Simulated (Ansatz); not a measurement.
**Short convergence ladders for NbP (Imm2, 4 atoms in the cell)**

```xyz
4
Lattice="-1.6833 1.6833 5.7688 1.6833 -1.6833 5.7688 1.6833 1.6833 -5.7688" Properties=species:S:1:pos:R:3 pbc="T T T"
Nb     0.0000     0.0000     8.7018
Nb     1.6833     0.0000     5.7674
P      0.0000     0.0000     3.8391
P      1.6833     0.0000     0.9547
```

Base method: PBEsol, default PAW files made with PBE (plane waves; Ansatz, an electronic-structure program).

Base settings: basis.ecutwfc = 420 eV; kpoints.mp_grid.grid = 10 10 10; hamiltonian.xc = pbesol; hamiltonian.pseudopotentials = {kind: paw} (the program's default PAW files); scf.occupations.method = gaussian; scf.occupations.width = 0.2 eV.

The count of work is k-points × plane waves × bands × iterations; it is no time. Core times come from one kind of shared machine, to one figure; runs under 30 s give none.

**Shifted k-point meshes**

In this ladder: kpoints.mp_grid.shift = 0.5 0.5 0.5.

Only quantities that move along the ladder and can be compared are tabulated.

```csv
kpoints.mp_grid.grid,free energy less the last step's (meV/atom),pressure (GPa),largest difference of a force vector from the last step's (eV/Å),count of work / last
2 2 2,191.29,-6.08,0.599,0.0031
4 4 4,31.99,-8.33,0.065,0.011
6 6 6,7.01,-8.68,0.047,0.029
8 8 8,2.39,-8.81,0.018,0.061
10 10 10,0.97,-8.85,0.011,0.11
12 12 12,0.39,-8.87,0.006,0.18
22 22 22,0.00,-8.89,0.000,1.0
```

Coarsest kpoints.mp_grid.grid that holds the pressure within 0.1 GPa of the last step, with all finer ones: 8 8 8, at 0.061 of the last step's count of work; the step before is off by 0.21 GPa.

Coarsest kpoints.mp_grid.grid that holds the free energy within 5 meV/atom of the last step, with all finer ones: 8 8 8, at 0.061 of the last step's count of work; the step before is off by 7.0 meV/atom.

**The k-point mesh at a smearing width of 0.3 eV**

In this ladder: scf.occupations.width = 0.3 eV.

Only quantities that move along the ladder and can be compared are tabulated.

| kpoints.mp_grid.grid | free energy less the last step's (meV/atom) | pressure (GPa) | largest difference of a force vector from the last step's (eV/Å) | count of work / last | core time / last (rough) |
|---|---|---|---|---|---|
| 5 5 5 | 11.27 | -8.57 | 0.025 | 0.0098 | – |
| 6 6 6 | 5.41 | -8.67 | 0.030 | 0.017 | – |
| 7 7 7 | 2.33 | -8.76 | 0.014 | 0.023 | – |
| 10 10 10 | 0.48 | -8.82 | 0.004 | 0.062 | – |
| 15 15 15 | 0.03 | -8.85 | 0.000 | 0.19 | 0.2 |
| 22 22 22 | 0.00 | -8.85 | 0.000 | 0.56 | 0.5 |
| 27 27 27 | 0.00 | -8.85 | 0.000 | 1.0 | 1 |

Coarsest kpoints.mp_grid.grid that holds the free energy within 1 meV/atom of the last step, with all finer ones: 10 10 10, at 0.062 of the last step's count of work; the step before is off by 2.3 meV/atom.

Coarsest kpoints.mp_grid.grid that holds the forces within 0.02 eV/Å of the last step, with all finer ones: 7 7 7, at 0.023 of the last step's count of work; the step before is off by 0.030 eV/Å.

Coarsest kpoints.mp_grid.grid that holds the pressure within 0.05 GPa of the last step, with all finer ones: 10 10 10, at 0.062 of the last step's count of work; the step before is off by 0.09 GPa.

**The width of Methfessel-Paxton smearing**

In this ladder: kpoints.mp_grid.grid = 16 16 16; scf.occupations.method = methfessel_paxton.

Narrow widths need finer meshes than wide ones, so the last steps can hold mesh noise.

Only quantities that move along the ladder and can be compared are tabulated; pressure and forces are left out, as mesh noise rules them at narrow widths.

```csv
scf.occupations.width,free energy less the last step's (meV/atom),core time / last (rough)
1 eV,24.58,1
0.5 eV,6.64,1
0.3 eV,1.34,1
0.2 eV,0.21,1
0.1 eV,0.00,1
```

Widest scf.occupations.width that holds the free energy within 1 meV/atom of the last step, with all finer ones: 0.2 eV; the step before is off by 1.3 meV/atom.

On the base run: the starting cell comes from a database of computed structures (which also holds hypothetical and non-ambient phases and stackings), without a prior relaxation at this level. Its lattice was rescaled by up to half a per cent. One atom was moved a little off its site on purpose. Spin polarisation is off. In the base run, with a pressure of about -9 GPa the cell is away from its equilibrium volume at this level. Ansatz's pressure includes its estimate of the finite-basis (Pulay) stress.

Left out of this page: 2 runs of the series outside the window shown, repeating another row's setting, or not comparable.

Keys are those of Ansatz 0.2.
